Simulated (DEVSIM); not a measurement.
Structure: abrupt In0.53Ga0.47As p-n junction, at 350 K.

| layer (left to right) | material | thickness (μm) | Nd (cm⁻³) | Na (cm⁻³) | τn (s) | τp (s) |
|---|---|---|---|---|---|---|
| 1 | In0.53Ga0.47As | 0.260 | - | 2.3e16 | 1.9e-8 | 1.9e-8 |
| 2 | In0.53Ga0.47As | 9.40 | 1.2e14 | - | 1.9e-8 | 1.9e-8 |

Left contact: ohmic. Right contact: ohmic. Voltage is applied to the left contact. Recombination: SRH at mid-gap, radiative. Mobility is μmin + (μ − μmin)/(1 + (N/Nref)^α).

This is a model device: material constants are rounded textbook-type values typed into the input, and sizes, dopings and lifetimes were drawn at random. Values at 300 K; Nc and Nv go as T^1.5, mobilities as T to minus their exponent, the gap by Varshni's rule with the affinity fixed.

```tsv
parameter	In0.53Ga0.47As
gap (eV)	0.74
affinity (eV)	4.51
permittivity	13.9
Nc (cm⁻³)	2.1e17
Nv (cm⁻³)	7.7e18
μn (cm²/Vs)	12000
μp (cm²/Vs)	300
μn,min	300
μp,min	10
Nref,n	1.3e17
Nref,p	4.9e17
αn	0.48
αp	0.4
T exponent of μn	1.6
T exponent of μp	1.6
B (cm³/s)	9.6e-11
Varshni α (eV/K)	0.00035
Varshni β (K)	190
```

Simulated with DEVSIM: 1D drift-diffusion, Boltzmann statistics, complete ionisation; no tunnelling, impact ionisation, image-force lowering or self-heating.

The thickness of layer 1 was swept, all else fixed.

```
thickness of layer 1 (μm)  dark forward voltage at 100 A/cm² (V)  dark forward voltage at 1 A/cm² (V)
-------------------------  -------------------------------------  -----------------------------------
0.052                                                      0.434                                0.116
0.091                                                      0.429                                0.128
0.16                                                       0.424                                0.142
0.26                                                       0.421                                0.154
0.44                                                       0.419                                0.167
0.78                                                       0.420                                0.179
1.3                                                        0.423                           (withheld)
```

What belongs in the gaps?


- 1.3, dark forward voltage at 1 A/cm² (V): 0.189
